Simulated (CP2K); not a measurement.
How a calculation on Ba2As (I4/mmm, 6 atoms in the cell) responds to its settings

```xyz
6
Lattice="9.4075 0.0000 0.0000 6.6100 6.6939 0.0000 -8.0088 -3.3469 3.6275" Properties=species:S:1:pos:R:3 pbc="T T T"
Ba     0.6994    -1.6735     1.8137
Ba    -0.6994     1.6735     1.8137
Ba     5.2057     2.1755     0.0000
Ba    10.8118     4.5184     0.0000
As     2.1784     0.9104     0.0000
As    13.8391     5.7835     0.0000
```

Base run A: PBEsol, GPW, DZVP-MOLOPT-SR-GTH basis, GTH-PBE potentials (GTH_POTENTIALS) in CP2K, self-consistent single point.

Its settings: CUTOFF = 500 Ry; REL_CUTOFF = 50 Ry; SMEAR/METHOD = MARZARI_VANDERBILT; SIGMA = 0.2 eV; KPOINTS/SCHEME = MONKHORST-PACK 5 5 5; XC_FUNCTIONAL = PBE:PBESOL; Ba/BASIS_SET = DZVP-MOLOPT-SR-GTH; Ba/POTENTIAL = GTH-PBE-q10; As/BASIS_SET = DZVP-MOLOPT-SR-GTH; As/POTENTIAL = GTH-PBE-q5; METHOD = GPW; EPS_DEFAULT = 1e-10; NGRIDS = 5; SCF_GUESS = ATOMIC; EPS_SCF = 1e-06; MAX_SCF = 100; ADDED_MOS = 9; MIXING/METHOD = BROYDEN_MIXING; MIXING/ALPHA = 0.2; MIXING/NBUFFER = 10.

The starting cell comes from a database of published, mostly measured structures (it also holds non-ambient and calculated ones), without a prior relaxation at this level. Values carry the incompleteness of an atom-centred basis. The potentials were made for another functional than the one used. The run gives no clean gap (levels at the Fermi energy touch, overlap or are partly filled at this smearing), which alone does not show that the compound is a metal.

ΔF is the free energy per atom less that of run A. A dash stands where there is no value to compare (another energy zero or no entropy term, no result, no spin, no clean gap, or a mesh too coarse for one). 

```tsv
run	EPS_SCF	ΔF (meV/atom)	pressure (GPa)	largest force (eV/Å)	ending
A	1e-06	0.00	-0.36	0.713	converged
B	0.1	96.9	-1.77	0.167	converged
C	0.01	0.12	-0.31	0.740	converged
D	0.001	0.00	-0.37	0.712	converged
E	0.0001	0.00	-0.36	0.713	converged
F	1e-05	0.00	-0.36	0.713	converged
G	1e-08	0.00	-0.36	0.713	converged
H	1e-10	0.00	-0.36	0.713	converged
I	1e-12	–	–	–	not converged
```

Run B against A: The free energy rises by 96.9 meV/atom, the pressure goes from -0.36 to -1.77 GPa and the largest force goes from 0.713 to 0.167 eV/Å.

Run C against A: The free energy hardly moves (within 1 meV/atom), the pressure moves little (-0.36 to -0.31 GPa) and the largest force goes from 0.713 to 0.740 eV/Å.
